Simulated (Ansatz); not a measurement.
Consider Ir in the fcc (Cu type) structure (space group Fm-3m, No. 225; a = 3.845 Å; relaxed with 0.1 eV smearing).

Calculations: r2SCAN (Ansatz, an electronic-structure program, PAW, no spin-orbit coupling).

Strains are applied to the cell and any free atomic positions relax.

One change was made to it. Results:

The energy goes up by 153 meV/atom; the pressure goes from zero to 43.2 GPa.

### Question
What was done to the base?
(A) isotropic strain −1.50 %
(B) isotropic strain −0.50 %
(C) isotropic strain −3.00 %
(D) isotropic strain −2.00 %

### Answer
C, isotropic strain −3.00 %. For comparison, the energy relative to the base in the other runs: isotropic strain −2.00 % gives +65 meV/atom; isotropic strain −0.50 % gives +3.8 meV/atom; isotropic strain −1.50 % gives +36 meV/atom.

Stability against distortions was not tested. All final runs are without spin polarisation.
